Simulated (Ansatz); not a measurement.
The starting structures come from a database of crystals and need not be the phases stable at ambient conditions.

By PBEsol, the system below comes out a metal.

The ballistic (Sharvin) conductance counts the channels at the Fermi level: G/A = (e²/h) × channels of both spins per area.

Input:

```
AlWB
1.0
    3.10445     0.00000     0.00000
    0.00000    13.91740     0.00000
    0.00000     6.95870     1.60298
Al B W
2 2 2
Direct
  0.25000   0.30014   0.00000
  0.75000   0.69986   0.00000
  0.25000   0.46548   0.00000
  0.75000   0.53452   0.00000
  0.75000   0.90958   0.00000
  0.25000   0.09042   0.00000
```

Space group of this cell: Cmcm. The cell is taken as given; by PBEsol its mean pressure is -1.5 GPa.

The current flows along the normal of the first two printed cell vectors. No spin-orbit coupling; the value is a mean over 0.1 eV about the Fermi level.

Compute, with PBEsol run with Ansatz (a program for electronic structure), the ballistic conductance per area.

0.45 × 10¹⁵ S/m² for both spins.
